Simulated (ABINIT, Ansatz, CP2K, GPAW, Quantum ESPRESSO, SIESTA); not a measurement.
## Code comparison for a sheet of PbO (4 atoms in the cell)

Self-consistent single point, at a second geometry (lattice scaled in the plane by 0.98). First geometry:

```
PbO
1.0
    3.87966     0.00000     0.00000
    0.00000     3.87966     0.00000
    0.00000     0.00000    16.36593
Pb O
2 2
Cartesian
  1.93983   0.00000   9.36593
  0.00000   1.93983   7.00000
  0.00000   0.00000   8.18297
  1.93983   1.93983   8.18297
```

Shared settings, as Ansatz (an electronic-structure program) writes them: kpoints.mp_grid.grid = 5 5 1; scf.occupations.method = gaussian; scf.occupations.width = 0.2 eV. Potentials and cutoffs stand in the table.

| code | model | ΔF from the first geometry (meV/atom) | largest force (eV/Å) | gap on the mesh (eV) | cutoff |
|---|---|---|---|---|---|
| GPAW | PBE, GPAW PAW datasets PBE (gpaw-data 1.0.1) | 54.4 | 1.946 | – | 900 eV |
| Ansatz | PBE, PAW files | 59.1 | 2.050 | 3.077 | 420 eV |
| CP2K | PBE, GPW, DZVP-MOLOPT-SR-GTH basis, GTH-PBE potentials (GTH_POTENTIALS) | 64.2 | 1.992 | 3.158 | grid 450 Ry |
| SIESTA | GGA PBE, numerical atomic orbitals DZP, PseudoDojo PBE standard norm-conserving potentials (rewritten from UPF to PSML) | 68.4 | 2.465 | 3.173 | grid 400 Ry |
| ABINIT | PBE, PAW (JTH v2.0 PBE PAW) | 59.3 | 2.102 | 3.059 | 48 Ry |
| Quantum ESPRESSO | PBE, GBRV 1.5 ultrasoft (PBE) pseudopotentials | 57.6 | 1.994 | 3.071 | 40 Ry |

A dash marks a value that a program does not give, or that is left out as unsure.

No gap is tabulated for GPAW: it is not read from that output, or partly filled or unconverged empty levels leave it unsure.

Gaps are read on the mesh.

On Ansatz's run: spin-orbit coupling is off.

The spread over the programs that give each value: ΔF from the first geometry within 14.0 meV/atom; largest force within 0.519 eV/Å; gap on the mesh within 0.114 eV.

CP2K and SIESTA use small atom-centred bases, whose incompleteness enters pressures, forces and empty levels differently from a plane-wave cutoff. In the force vectors, SIESTA (by 0.443) and ABINIT (by 0.080) lie more than 0.08 eV/Å from the median of the plane-wave programs.

The starting cell was generated: these elements placed on a structure prototype, without a prior relaxation; it need not be a known phase or ordering of this composition. Its lattice was rescaled in the plane by a random factor within 2.5 % of one. For this run, on top of that: lattice scaled in the plane by 0.98.

Keys are those of Ansatz 0.2.
